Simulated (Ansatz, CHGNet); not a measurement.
For Ta2N (model structure, started from the CdI2 type, P-3m1, No. 164, 3 atoms in the cell), the machine-learned potential CHGNet 0.3.0 (trained on PBE and PBE+U data) gives:

- lattice constant a: 3.044 Å
- c axis length: 5.022 Å

### Question
What does r²SCAN (Ansatz, a first-principles code, plane waves, PAW) give for the same quantities?

### Answer

- lattice constant a: 3.073 Å (grows by 1.0 %)
- lattice parameter c: 4.898 Å (drops by 2.5 %)

Changes are worked out from the printed values.

Unless a cell is named, each level is at its own relaxed cell (CHGNet 0.3.0 13.43, r²SCAN 13.35 Å³/atom).

Levels without +SOC leave out spin–orbit coupling, which shifts energies and cells of such heavy elements.

Ansatz's density-functional and Hartree–Fock values are scalar-relativistic unless marked +SOC, with PAW data made under PBE.

A model structure was made by putting elements into a prototype or built by hand; it is no filed structure, need not be a known phase, and can be a saddle point held by its symmetry.
